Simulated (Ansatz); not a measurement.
Take CuI in the zinc blende structure (space group F-43m, No. 216; a = 5.939 Å) as the base.

The values are results of PBEsol in Ansatz (plane waves to 420 eV, PAW, no SOC), not measurements.

One change was made to it. Results:

The lattice parameter a drops by 0.034 Å (5.939 Å → 5.905 Å); the hole mass (degenerate bands, along [100]) becomes 0.20, 0.61, 0.61 mₑ (at Γ) (base: 0.20, 0.64, 0.64 mₑ (at Γ)).

Task: Which of these changes matches the shifts?
(A) pressure 4.5 GPa
(B) pressure 0.9 GPa
(C) pressure 15 GPa

Result: B, pressure 0.9 GPa. For comparison, the lattice parameter a in the other runs: pressure 15 GPa gives 5.580 Å; pressure 4.5 GPa gives 5.793 Å.

Spin-orbit coupling, missing from the scalar runs, can matter with I. The levels and masses belong to the bands next to the band gap. Load acts through the strain it causes; cell and atoms are relaxed under it. Masses are band curvatures over ±0.01 Å⁻¹ around the edge. Stability against distortions was not tested. Tetrahedral semiconductors of this kind turn to denser phases somewhere between about 1 and 50 GPa; those were not computed, so compressed cells here can lie past the real transition. All final runs are without spin polarisation.

Ansatz is a quantum-chemistry and plane-wave program.
